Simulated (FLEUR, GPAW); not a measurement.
A FLEUR input for a self-consistent single point of Tl (P6_3/mmc, 2 atoms in the cell) (DFT, PBE, all-electron FLAPW (FLEUR), scalar-relativistic valence):

Input of the input generator:

```
Tl crystal
&input film=f /
3.2437264476 -5.6182990131 0.0000000000
3.2437264476 5.6182990131 0.0000000000
0.0000000000 0.0000000000 10.3499241599
1.0
1.0 1.0 1.0

2
81 0.3333333333 0.6666666667 0.2500000000
81 0.6666666667 0.3333333333 0.7500000000

&comp jspins=1 /
&kpt div1=8 div2=8 div3=4 gamma=t /
&end /
```

```xml
<?xml version="1.0" encoding="UTF-8" standalone="no"?>
<fleurInput fleurInputVersion="0.39">
   <comment>
      Tl crystal                                                                                          
   </comment>
   <calculationSetup>
      <cutoffs Kmax="3.8" Gmax="15.2" GmaxXC="15.2" numbands="0"/>
      <scfLoop itmax="80" minDistance="0.00001" maxIterBroyd="40" imix="Anderson" alpha="0.05" precondParam="0.0" spinf="2.0"/>
      <coreElectrons ctail="T" frcor="F" kcrel="0" coretail_lmax="0"/>
      <xcFunctional name="pbe" relativisticCorrections="F"/>
      <magnetism jspins="1"/>
      <soc l_soc="F" theta="0.0" phi="0.0" spav="F"/>
      <expertModes spex="0" secvar="F"/>
      <geometryOptimization l_f="T" forcealpha="1.0" forcemix="BFGS" epsdisp="0.00001" epsforce="0.00001"/>
      <ldaU l_linMix="F" mixParam="0.05" spinf="1.0"/>
   </calculationSetup>
   <cell>
      <bzIntegration valenceElectrons="26.0" mode="gauss" fermiSmearingEnergy="0.00183747">
         <kPointListSelection listName="default-1"/>
         <!-- k-points included here -->
         <xi:include xmlns:xi="http://www.w3.org/2001/XInclude" href="kpts.xml"> </xi:include>
      </bzIntegration>
      <!-- symmetry operations included here -->
      <xi:include xmlns:xi="http://www.w3.org/2001/XInclude" href="sym.xml"> </xi:include>
      <bulkLattice scale="1.0">
         <bravaisMatrix>
            <row-1>    3.2437264475999998    -5.6182990130999997     0.0000000000000000</row-1>
            <row-2>    3.2437264475999998     5.6182990130999997     0.0000000000000000</row-2>
            <row-3>    0.0000000000000000     0.0000000000000000    10.3499241599000005</row-3>
         </bravaisMatrix>
      </bulkLattice>
   </cell>
   <atomSpecies>
      <species name="Thallium (Tl)" element="Tl" atomicNumber="81">
         <mtSphere radius="2.63" gridPoints="925" logIncrement="0.015"/>
         <atomicCutoffs lmax="10" lnonsphr="8"/>
         <electronConfig flipSpins="F">
            <coreConfig>(1s1/2) (2s1/2) (2p1/2) (2p3/2) (3s1/2) (3p1/2) (3p3/2) (4s1/2) (3d3/2) (3d5/2) (4p1/2) (4p3/2) (5s1/2) (4d3/2) (4d5/2) (4f5/2) (4f7/2) (5p1/2) (5p3/2)</coreConfig>
            <valenceConfig>(6s1/2) (5d3/2) (5d5/2) (6p1/2) (6p3/2)</valenceConfig>
            <stateOccupation state="(6p1/2)" spinUp="0.1666666666667" spinDown="0.1666666666667"/>
            <stateOccupation state="(6p3/2)" spinUp="0.3333333333333" spinDown="0.3333333333333"/>
         </electronConfig>
         <energyParameters s="6" p="6" d="6" f="5"/>
         <lo type="SCLO" l="2" n="5" eDeriv="0"/>
      </species>
   </atomSpecies>
   <atomGroups>
      <atomGroup species="Thallium (Tl)">
         <relPos label="                   1">1.000/3.000 -1.000/3.000 1.000/4.000</relPos>
         <relPos label="                   2">-1.000/3.000 1.000/3.000 -1.000/4.000</relPos>
         <force calculate="T" relaxXYZ="TTT"/>
      </atomGroup>
   </atomGroups>
   <output dos="F" band="F" slice="F">
      <checks vchk="F" cdinf="F"/>
      <bandDOS minEnergy="-.5*Htr" maxEnergy="0.5*Htr" sigma="0.015" storeEVData="T"/>
      <vacuumDOS vacdos="F" integ="F" star="F" nstars="0" locx1="0.0" locy1="0.0" locx2="0.0" locy2="0.0" nstm="0" tworkf="0.0"/>
      <unfoldingBand unfoldBand="F" supercellX="1" supercellY="1" supercellZ="1"/>
      <plotting iplot="0" polar="F">
         <plot TwoD="T" vec1="  1.0  0.0  0.0" vec2="  0.0  1.0  0.0" vec3="  0.0  0.0  1.0" zero="  0.0  0.0  0.0" file="plot"/>
      </plotting>
      <chargeDensitySlicing numkpt="0" minEigenval="0.0" maxEigenval="0.0" nnne="0" pallst="F"/>
      <specialOutput eonly="F"/>
      <magneticCircularDichroism mcd="F" energyLo="-10.0" energyUp="0.0"/>
   </output>
  <!-- We include the file relax.xml here to enable relaxations (see documentation) -->
  <xi:include xmlns:xi="http://www.w3.org/2001/XInclude" href="relax.xml"> <xi:fallback/> </xi:include>
</fleurInput>
```

Translate this input to GPAW.

One input that does it (others would too):

```python
from ase import Atoms
from ase.units import GPa
from gpaw import GPAW, PW

atoms = Atoms(['Tl', 'Tl'],
              cell=[[1.716506, -2.973076, 0.000000],
                    [1.716506, 2.973076, 0.000000],
                    [0.000000, 0.000000, 5.476944]],
              positions=[[1.716506, 0.991025, 1.369236],
                         [1.716506, -0.991025, 4.107708]],
              pbc=True)

calc = GPAW(mode=PW(600),
            xc='PBE',
            kpts={'size': (8, 8, 4), 'gamma': True},
            occupations={'name': 'methfessel-paxton', 'width': 0.05, 'order': 0},
            nbands=-8,
            convergence={'forces': 0.001},
            symmetry={'symmorphic': False, 'tolerance': 0.0005},
            maxiter=100,
            txt='-')

atoms.calc = calc

energy = atoms.get_potential_energy()
print('Energy (eV):', round(energy, 6))
forces = atoms.get_forces()
print('Forces (eV/Ang):')
print(forces.round(5))
stress = atoms.get_stress()
print('Stress (GPa, Voigt):', (stress / GPa).round(4))
```

Basis, cutoffs, solver keys and any potentials are the target program's own. This input uses DFT PBE, plane waves, GPAW PAW datasets PBE (gpaw-data 1.0.1).

The starting cell has typed, rounded lattice constants, without a prior relaxation at this level. Its lattice was rescaled by a random factor within 2.5 % of one.
